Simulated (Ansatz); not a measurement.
Where the default PAW files enter, the runs use the earlier of Ansatz's two default sets.

Consider the following.

```
CELL_PARAMETERS angstrom
      3.20750     0.00000     0.00000
      0.00000     6.73847     0.00000
      0.00000     3.36924     3.36924
ATOMIC_POSITIONS crystal
  Sn 0.50000 0.50000 0.00000
  Sn 0.00000 0.00000 0.00000
  O  0.50000 0.80597 0.00000
  O  0.50000 0.19403 0.00000
  O  0.00000 0.30597 0.38806
  O  0.00000 0.69403 0.61194
```

Space group of this cell: P4_2/mnm, rutile. The cell is taken as given; by r2SCAN its mean pressure is -1.1 GPa.

Method: r2SCAN (plane waves, PAW; Ansatz, a program for electronic structure).

The current runs along the normal of the first two printed vectors; no spin-orbit coupling. Scaled by the factor s: both lengths across the current (ions clamped). Meshes 10×10×10 and 10×6 across the current in all rows.

```tsv
s	mean pressure (GPa)	band gap (eV)
0.98	8.9	?
1.00	-1.1	1.73
1.02	-8.9	1.23
```

**Question.** Take the slope of the band gap against ln s from the two given rows, extrapolate to s = 0.98, and say what the run there gives.

**Answer.** Slope = (1.23 − 1.73) / ln 1.02 = -25.2 eV. The line gives 1.73 + (-25.2) × ln 0.98 = 2.24 eV. The run gives 2.26 eV, 0.02 eV over the line, 4 % of the predicted step.
